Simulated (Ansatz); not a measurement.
A computed series for Cs: element substitutions

Consider Cs (space group I4_1/amd, No. 141; a cell from a computed database, its experimental status unchecked).

```
CELL_PARAMETERS angstrom
     -2.51139     2.51139     9.09872
      2.51139    -2.51139     9.09872
      2.51139     2.51139    -9.09872
ATOMIC_POSITIONS crystal
  Cs 0.25000 0.75000 0.50000
  Cs 0.50000 0.50000 0.00000
```

Each row replaces one element on all its sites; cell and atoms are relaxed.

Level of theory: PBEsol/PAW in Ansatz (a program for electronic structure), no SOC.

```json
[
 {"change": "base", "density": "1.92 g/cm³", "c/a ratio": "3.623"},
 {"change": "Cs → Li", "density": "0.57 g/cm³", "c/a ratio": "3.697"},
 {"change": "Cs → Rb", "density": "1.57 g/cm³", "c/a ratio": "3.617"},
 {"change": "Cs → K", "density": "0.88 g/cm³", "c/a ratio": "3.648"}
]
```

Whether these cells are dynamically stable was not tested. As relaxed here, Li is a hypothetical phase, not in the database extracts checked. For Rb and K in this form, whether it has been made was not checked. This is not the structure that Cs has at room temperature and ambient pressure. This is not the structure that Rb has at room temperature and ambient pressure. This is not the structure that K has at room temperature and ambient pressure.
